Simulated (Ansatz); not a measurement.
**Co: biaxial strain +4.15 %, plane normal [001], relaxed out of plane**

The reference is Co in the hcp (Mg type) structure (space group P6_3/mmc, No. 194; a = 2.4935 Å, c = 4.0368 Å; ferromagnetic; relaxed with 0.1 eV smearing). Axes: x lies along a and z along c of the hexagonal cell.

The change: biaxial strain +4.15 %, plane normal [001], relaxed out of plane (Cartesian); in-plane vectors clamped, the third vector and the atoms free.

All numbers come from PBE/PAW in Ansatz (a program for electronic structure), scalar-relativistic without spin-orbit coupling. k-mesh 26×26×14 (Γ-centred); smearing 0.1 eV (Fermi–Dirac).

The volume per atom goes up by 0.64 Å³ (10.87 Å³ → 11.51 Å³) and the shortest interatomic distance decreases by 0.003 Å to 2.476 Å. The pressure (mean of the normal stresses, compression positive) goes from zero to -9.8 GPa and the band gap stays zero. The magnetic state is still ferromagnetic and the out-of-plane strain amounts to -2.38 %. The ratio −ε⊥/ε∥ amounts to 0.57 and the mean in-plane stress (compression positive) amounts to -14.7 GPa.

Final structure (turned so that z lies along the plane normal):

```xyz
2
Lattice="2.5970 0.0000 0.0000 1.2985 2.2491 0.0000 0.0000 0.0000 3.9406" Properties=species:S:1:pos:R:3 pbc="T T T"
Co     1.2985     0.7497     2.9555
Co     2.5970     1.4994     0.9852
```

The magnetic state is the one reached from the starting moments; the real material's order can differ, and small cells can't hold many antiferromagnetic ones. No phonon test of stability was made.
